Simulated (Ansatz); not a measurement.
Output of an Ansatz run (abridged):

```
Pseudopotentials: kind: paw
Pseudopotential: B, paw, valence charge 3
Pseudopotential: As, paw, valence charge 15
Crystal: 2 atoms, lattice volume = 27.873 Å³
Basis set: ecut = 420.4159175005146 eV, 537 PW (Γ)
Bands: 13, of which v1, the nominal top of the filled ones, is band 9 counted from 1 (8 counted from 0)
Symmetry: 24 space group operations
Space group: F-43m (ITA 216), of the structure as read, at distance tolerance 3.0e-5 Å
k-points: 47 of 1000 (time reversal used)
PAW frozen core: B, regenerated for the run's functional, and the local potential with it
PAW frozen core: As, regenerated for the run's functional, and the local potential with it
Initial density: superposition of atomic densities (neutral atoms: chi_scale 0, normalization atom), corrected by the library's trained network
Initial wavefunctions: pseudopotential atomic-orbital guess
Eigensolver: davidson
Functional: x = slater, c = lda
SCF iter   1: F=—  HF=-4923.503239 eV  |F-HF|=—  |Δ(HF+E_count)|=         —  Δρ=7.06e-3  dr2=1.43e-2  ethr=1.77e-3  ⟨swp⟩=4.4  Hψ=3043  notcnv=0  defer=62
all-band conjugate gradients solve this SCF's bands
preconditioner: auto → none
SCF iter   2: F=—  HF=-4923.498831 eV  |F-HF|=—  |Δ(HF+E_count)|=   4.41e-3  Δρ=2.20e-3  dr2=8.78e-4  ethr=7.96e-5  ⟨swp⟩=2.0  Hψ=1118  notcnv=0  defer=87
SCF iter   3: F=—  HF=-4923.498470 eV  |F-HF|=—  |Δ(HF+E_count)|=   3.61e-4  Δρ=1.07e-3  dr2=1.36e-4  ethr=4.88e-6  ⟨swp⟩=2.0  Hψ=1134  notcnv=0  defer=87
SCF iter   4: F=—  HF=-4923.498445 eV  |F-HF|=—  |Δ(HF+E_count)|=   2.56e-5  Δρ=3.40e-4  dr2=1.27e-5  ethr=7.58e-7  ⟨swp⟩=1.0  Hψ=611  notcnv=0  defer=14
SCF iter   5: F=—  HF=-4923.498442 eV  |F-HF|=—  |Δ(HF+E_count)|=   2.28e-6  Δρ=4.37e-5  dr2=2.34e-7  ethr=7.04e-8  ⟨swp⟩=2.0  Hψ=1031  notcnv=0
SCF iter   6: F=-4923.498442 eV  HF=-4923.498442 eV  |F-HF|=4.95e-10  |Δ(HF+E_count)|=   1.51e-8  Δρ=3.90e-6  dr2=1.67e-9  ethr=5.56e-10  ⟨swp⟩=5.4  Hψ=2555  notcnv=0
SCF 1 converged in 6 iterations: F = -4923.498442 eV  dr2 = 1.67e-9
SCF converged after 6 iterations
Free energy (F): -4923.498442 eV
Harris-Foulkes:  -4923.498442 eV  (|F-HF|=4.95e-10)
Internal energy: -4923.498442 eV  (E = F + TS)
E sigma→0 (E₀):  -4923.498442 eV
Fermi energy:    10.486323 eV
--- Per-component energies (eV) ---
  E_band       = -221.595187
  E_kinetic    = 151.624378
  E_local      = -1722.739605  (includes V_loc(G=0)·N_el)
  E_nonlocal   = -652.049374
  E_hartree    = 948.887621
  E_xc         = -110.695126
  E_vxc        = -117.422960  (∫ρ·V_xc dr)
  E_paw        = -1827.775067  (= ΣΔE_a)
  E_vpaw       = 221.216626  (= ΣTr[D̂ρ^β])
  E_aug_tail   = 0.000006  (compensation charges beyond the density's cutoff)
  E_ewald      = -1712.872339
  E_core_change = 2.121064  (= ΣΔE_core)
  E_smearing   = -0.000000  (= −TS)
  E_closure    = 0.000000  (closes the sum)
  Σ components = -4923.498442   (vs F -4923.498442, Δ=0.00e0)
--- Forces (eV/Å), atoms counted from 1 ---
  atom   1  B     -0.00000000     0.00000000    -0.00000000
  atom   2  As    -0.00000000     0.00000000    -0.00000000
  max |Σ_I F_I| component: 5.92e-16 eV/Å
--- Stress (GPa, compression-positive) ---
       -6.734658       0.000000      -0.000000
       -0.000000      -6.734658       0.000000
        0.000000       0.000000      -6.734658
  P = ⅓ Tr σ = -6.7347 GPa (-67.347 kbar)
  The stress holds the Pulay correction. Without it, at fixed plane waves, as pw.x and ABINIT print it: P = -6.8427 GPa
--- Band table (eV; the first three rows and the last of 47) ---
  k-point 0: bands = ["-25.3866", "-25.3866", "-25.3866", "-25.3655", "-25.3655", "-4.7036", "10.4863", "10.4863", "10.4863", "13.7112", "13.7112", "13.7112", "14.8488"]
  k-point 1: bands = ["-25.3863", "-25.3859", "-25.3859", "-25.3655", "-25.3655", "-4.5434", "9.1094", "10.1934", "10.1934", "13.7914", "14.0973", "14.0973", "15.7792"]
  k-point 2: bands = ["-25.3856", "-25.3843", "-25.3843", "-25.3653", "-25.3653", "-4.0716", "6.7887", "9.6335", "9.6335", "13.5456", "14.7999", "14.7999", "17.4162"]
  k-point 46: bands = ["-25.3851", "-25.3784", "-25.3724", "-25.3684", "-25.3623", "-0.5702", "2.6049", "5.2526", "5.5030", "14.9638", "15.1931", "18.1530", "18.2123"]
```

The structure:

```xyz
2
Lattice="0.0000 2.4065 2.4065 2.4065 0.0000 2.4065 2.4065 2.4065 0.0000" Properties=species:S:1:pos:R:3 pbc="T T T"
B      1.2032     1.2032     1.2032
As     0.0000     0.0000     0.0000
```

**Question.** Reconstruct the input of this run.

**Answer.** Other spellings and defaults could give the same log, and not every line can be read from it. The input that was run (DFT, LDA (PW92), plane waves, default PAW files made with PBE):

Ansatz 0.2 input:
```yaml
# BAs
crystal:
  lattice:
    - [0.00000000, 2.40649200, 2.40649200]
    - [2.40649200, 0.00000000, 2.40649200]
    - [2.40649200, 2.40649200, 0.00000000]
  atoms:
    - { symbol: B, position: [0.25000000, 0.25000000, 0.25000000] }
    - { symbol: As, position: [0.00000000, 0.00000000, 0.00000000] }
basis:
  ecutwfc: 30.9 Ry
kpoints:
  mp_grid: { grid: [10, 10, 10] }
hamiltonian:
  xc: lda
  pseudopotentials: { kind: paw }
scf:
  occupations: { method: fixed }
output:
  forces: true
  eigenvalues: true
  stress: true
```

The starting cell comes from a database of computed structures (which also holds hypothetical and non-ambient phases and stackings), without a prior relaxation at this level. Its lattice was rescaled by a random factor within 2.5 % of one. With a pressure of about -7 GPa the cell is away from its equilibrium volume at this level. Ansatz's pressure includes its estimate of the finite-basis (Pulay) stress.

Ansatz is an electronic-structure program.
